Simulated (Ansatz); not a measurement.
Ge_Si in silicon

All values below come from PBE, PAW (plane waves to 420 eV; Ansatz, a program for electronic structure). Set-up: 64-site cell; 2×2×2 shifted k-points; start: the Si site; not converged in cell size.

Neighbours after relaxation, in Å: of the Ge atom: Si 2.41, Si 2.41, Si 2.41, Si 2.41.

Formation energies E_f are those of the neutral cell. Chemical conditions: host crystal and elements as references (Δμ(Si) = 0.00 eV, Δμ(Ge) = 0.00 eV; Ge taken from its element, since no compound that bounds it was computed at this level; only phases computed here count, gases as isolated molecules at 0 K). Reference phases: Ge: germanium, Si: silicon.

```csv
charge,moment (μB),point group,largest move off a lattice site (Å),"E_f, host crystal and elements as references (eV)"
0,not spin-polarised,Td,0.04,0.06
```

Point groups are those of the whole cell at tolerances of 0.03 and 0.1 Å ("near" where only the looser one holds); none is given for unsettled states.

All states together cost very roughly 8 core-minutes.
